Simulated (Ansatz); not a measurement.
## RhSi₂ (model structure, from the AlB2 type, P6/mmm, No. 191): lattice parameter a by level of theory

No measured value is used here.

```tsv
level (code)	value (Å)
PBE (Ansatz)	4.229
PBEsol (Ansatz)	(withheld)
PBE-D3(BJ) (Ansatz)	4.174
```

Task: Some entries are withheld; supply them.

Result: 
- PBEsol (Ansatz, a quantum-chemistry and plane-wave program), value (Å): 4.190

Ansatz's density-functional and Hartree–Fock values are scalar-relativistic unless marked +SOC, with PAW data made under PBE.

A model structure was made by putting elements into a prototype or built by hand; it is no filed structure, need not be a known phase, and can be a saddle point held by its symmetry.
